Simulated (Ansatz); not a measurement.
# Effect of tensor shear ε_xy = +1.14 % on SiC

Consider SiC in the zinc blende structure (space group F-43m, No. 216; a = 4.356 Å). Axes: x, y, z lie along the cube axes.

Now apply this change: a pure shear with ε_xy = ε_yx = 0.0114, atoms relaxed at fixed cell.

The values are results of r2SCAN (Ansatz, a first-principles code, PAW, no spin-orbit coupling), not measurements. Settings: 13×13×13 k-points, 0.05 eV Fermi–Dirac smearing.

| quantity | base | changed | shift |
|---|---|---|---|
| volume per atom | 10.33 Å³ | 10.33 Å³ | 0.00 Å³ |
| shortest interatomic distance | 1.886 Å | 1.877 Å | -0.009 Å |
| energy relative to the base (free energy F) | 0 meV/atom | +4.4 meV/atom | +4.4 meV/atom |
| pressure (mean of the normal stresses, compression positive) | 0.00 GPa | 0.08 GPa | +0.08 GPa |
| band gap | 1.71 eV | 1.57 eV | -0.14 eV |
| gap character | – | indirect, Γ → X | – |
| valence-band top at Γ (three highest levels, from the VBM) | 0.00, 0.00, 0.00 eV | 0.00, -0.12, -0.22 eV | – |
| valley order (the lowest conduction-band minima on the path, energy above the VBM, named in the base's zone) | X along ⟨100⟩ 1.71 eV | X along [001] 1.57 eV; X along [010] 1.60 eV | – |
| stress (xx, yy, zz, yz, xz, xy; compression positive) | – | (0.13, 0.13, 0.00, 0.00, 0.00, -5.96) GPa | – |

Final structure:

```xyz
2
Lattice="0.0248 2.1782 2.1782 2.1782 0.0248 2.1782 2.2030 2.2030 0.0000" Properties=species:S:1:pos:R:3 pbc="T T T"
Si     0.0000     0.0000     0.0044
C      1.1015     1.1015     1.0847
```

Cost of the whole job for the changed cell (relaxation, final SCF and bands): very roughly 24 core-seconds.

The cells carry an imposed strain or load. Stability against distortions was not tested. Labels are those of the standard path for the cell's own space group.
